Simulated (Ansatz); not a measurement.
Start from Be$_{5}$Pt (space group F-43m, No. 216; a cell from a computed database, its experimental status unchecked).

```cif
data_Be20Pt4
_chemical_formula_sum 'Be20 Pt4'
_space_group_name_H-M_alt 'F-43m'
_space_group_IT_number 216
_space_group_name_Hall 'F -4 2 3'
_cell_length_a 5.93992
_cell_length_b 5.93992
_cell_length_c 5.93992
_cell_angle_alpha 90.000
_cell_angle_beta 90.000
_cell_angle_gamma 90.000
loop_
_atom_site_label
_atom_site_type_symbol
_atom_site_symmetry_multiplicity
_atom_site_Wyckoff_symbol
_atom_site_fract_x
_atom_site_fract_y
_atom_site_fract_z
_atom_site_occupancy
Be1 Be 4 c 0.25000 0.25000 0.25000 1
Be2 Be 16 e 0.62457 0.62457 0.62457 1
Pt1 Pt 4 a 0.00000 0.00000 0.00000 1
```
(The calculation used a cell of 6 atoms; values per cell refer to that cell.)

Levels (all Ansatz, a quantum-chemistry and plane-wave program, PAW): PBEsol (420 eV, spin-orbit coupling left out); HSE06 (420 eV, without spin-orbit coupling).

The geometry is relaxed with PBEsol.

| Item | Result |
|---|---|
| PBEsol band gap | 0.16 eV |

**Question.** Predict the band gap from HSE06.

**Answer.** The band gap grows by 0.192 eV, from 0.16 eV to 0.36 eV.

Single points use the geometry relaxed with PBEsol. The hybrid gap comes from the SCF mesh plus the semilocal run's edge points and a few special points and is an upper bound. Spin-orbit coupling, missing from the scalar runs, can matter with Pt. No phonon test of stability was made.
